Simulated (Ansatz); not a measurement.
Tunnelling through a barrier is set by its complex band structure: the current falls as exp(−2κd) with the smallest κ.

Data:

```
CdSe
1.0
    4.34202     0.00000     0.00000
   -2.17101     3.76030     0.00000
    2.17101    -1.25343     3.54524
Cd Se
1 1
Direct
  0.00000   0.00000   0.00000
  0.75000   0.25000   0.75000
```

The cell is taken as given; by PBEsol it stands under a pressure of -1.4 GPa.

Transport runs along the normal of the first two printed cell vectors, the (111) plane of the conventional cell.

The gap is the functional's own, uncorrected, and κ follows it; spin-orbit coupling is left out. Mid-gap means the computed energy nearest the middle.

Task: Estimate the band gap and the smallest decay constant κ at mid-gap that Ansatz (a first-principles code) with PBEsol returns for this system.

Result: Gap 0.43 eV on a 8×8×8 mesh; κ = 0.034 1/Å, at the zone centre.
